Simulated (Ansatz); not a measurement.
The parent structure is BaBrF in the PbFCl type structure (space group P4/nmm, No. 129; a = 4.4094 Å, c = 7.2892 Å; a model cell). Axes: x, y, z lie along a, b, c of the conventional cell.

The values are results of PBEsol-D3(BJ)/PAW in Ansatz (a quantum-chemistry and plane-wave program), no spin-orbit coupling, not measurements.

For the base:

| Quantity | Result |
|---|---|
| Valley order | Γ 4.59 eV; X (0, 1/2, 0) 5.87 eV |
| Pressure | 0.00 GPa |
| Valence-band top at Γ | 0.00, 0.00, -0.05 eV |

The change: the cell is stretched by 3.67 % along x with no lateral relaxation; the atoms relax in the strained cell.

Task: What does the calculation give for the valley order after the change?

Result: The valley order (the lowest conduction-band minima on the path, energy above the VBM, named in the base's zone) becomes Γ 4.66 eV; X (0, 1/2, 0) 5.73 eV; X (1/2, 0, 0) 5.82 eV (base: Γ 4.59 eV; X (0, 1/2, 0) 5.87 eV).

Task: Estimate the effect on the pressure.

Result: The pressure (mean of the normal stresses, compression positive) goes from zero to -1.58 GPa.

Task: Estimate the effect on the largest internal atomic displacement.

Result: The largest internal atomic displacement comes out as 0.019 Å.

Task: Predict the new valence-band top at Γ.

Result: The valence-band top at Γ (three highest levels, from the VBM) goes from 0.00, 0.00, -0.05 eV to 0.00, -0.09, -0.09 eV.

The levels and masses belong to the bands next to the band gap. Stability against distortions was not tested.
